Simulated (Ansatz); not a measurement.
# Effect of x(Na) = 0.25, 4 atoms, Fm-3m on Rb

Consider Rb in the bcc (W type) structure (space group Im-3m, No. 229; a = 5.748 Å).

The other end (x = 1) is Na in the bcc (W type) structure (space group Im-3m, No. 229): 37.66 Å³/atom, gap zero.

It is then changed as follows: a fraction x = 0.25 of the Rb sites is given to Na, ordered in a cell of 4 atoms (starting symmetry Fm-3m) and fully relaxed.

Method: Kohn–Sham DFT with the r2SCAN functional, run in Ansatz (a quantum-chemistry and plane-wave program) with PAW and 500 eV plane waves, no SOC. Γ-centred 8×8×8 mesh, Fermi–Dirac width 0.05 eV, for the changed cell.

```json
[
 {"quantity": "volume per atom", "base": "94.98 Å³", "changed": "76.28 Å³", "shift": "-18.70 Å³"},
 {"quantity": "density", "base": "1.49 g/cm³", "changed": "1.52 g/cm³", "shift": "+0.03 g/cm³"},
 {"quantity": "band gap", "base": "zero", "changed": "zero", "shift": "–"},
 {"quantity": "mixing energy (to 0.01 eV only: unlike meshes or grids)", "base": "–", "changed": "+0.03 eV/atom", "shift": "–"},
 {"quantity": "deviation of the volume from the linear (Vegard-type) interpolation", "base": "–", "changed": "-5.4 %", "shift": "–"}
]
```

These are small ordered cells, not random alloys; other orderings at the same x differ. Whether these cells are dynamically stable was not tested.
